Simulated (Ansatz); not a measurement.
Functionals compared on NH2 on the 1x1 (111) surface of fcc Ni, ferromagnetic, one in a 2x2 cell, started at the site 'bridge Ni-Ni (span 2.5 Å)', in Ansatz (plane waves, PAW). The structure was relaxed with PBE; the other rows are single points on it, each with its references at the same level. Cutoff 420 eV.

Slab: 19 atoms, 6.0 Å thick at the start under the adsorbate (thin: gaps and levels are the slab's own); k 7x7x1, smearing 0.1 eV, dipole-corrected; 8 atoms held, the rest relaxed; held to the start's symmetry, so lower structures may exist; spin-polarised, no spin-orbit, no U, no dispersion correction. At the end it is bonded to 2 Ni. In PBE it is, or lies within 0.03 eV of, the lowest of the starts that converged. These notes are the PBE run's. Adsorption energies are against NH3(g) − ½ H2(g). A negative adsorption energy means that the adsorbate is more stable on the surface than in its reference.

| functional | adsorption energy (eV) | work function of the top face (eV) | change of the work function (eV) | magnetic moment of the cell (μB) | rough cost of the single point |
|---|---|---|---|---|---|
| PBE | -0.07 | 3.29 | -1.79 | 10.36 | – |
| RPBE | ___ | ___ | ___ | 10.50 | very roughly 9 core-minutes |

Q: Complete the blanks.

A: 
- RPBE, adsorption energy (eV): 0.19
- RPBE, work function of the top face (eV): 3.18
- RPBE, change of the work function (eV): -1.72

Ansatz is a first-principles code.
